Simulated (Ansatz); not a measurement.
The starting structures come from a database of crystals and need not be the phases stable at ambient conditions.

 Where the default PAW files enter, the runs use the earlier of Ansatz's two default sets.

# Evanescent states of Cs₂Pt (P6_3/mmc, not sure to be the ambient phase, 6 atoms a cell, 38.4 Å³ an atom) along the normal of (001)

Method: r2SCAN (plane waves, PAW; Ansatz, a program for electronic structure).

The gap is the functional's own. No spin-orbit coupling. Mid-gap values are interpolated on the energy grid.

Energies count from the valence-band top; κ is the least over a 6×6 mesh across the current.

| E (eV) | κ (1/Å) | where |
|---|---|---|
| 0.06 | 0.130 | off Γ |
| 0.17 | 0.176 | off Γ |
| 0.28 | 0.198 | off Γ |
| 0.39 | 0.211 | off Γ |
| 0.49 | … | off Γ |
| 0.60 | … | off Γ |
| 0.71 | … | off Γ |
| 0.82 | … | off Γ |
| 0.94 | … | off Γ |
| 1.04 | … | off Γ |
| 1.16 | 0.211 | off Γ |
| 1.26 | … | off Γ |
| 1.38 | … | off Γ |
| 1.49 | … | off Γ |
| 1.59 | … | off Γ |
| 1.71 | 0.149 | off Γ |
| 1.81 | 0.126 | off Γ |
| 1.93 | 0.094 | off Γ |
| 2.04 | 0.032 | off Γ |

Q: Fill in the missing entries.

A: 
- 0.49, κ (1/Å): 0.219
- 0.60, κ (1/Å): 0.223
- 0.71, κ (1/Å): 0.225
- 0.82, κ (1/Å): 0.224
- 0.94, κ (1/Å): 0.222
- 1.04, κ (1/Å): 0.217
- 1.26, κ (1/Å): 0.204
- 1.38, κ (1/Å): 0.194
- 1.49, κ (1/Å): 0.182
- 1.59, κ (1/Å): 0.167
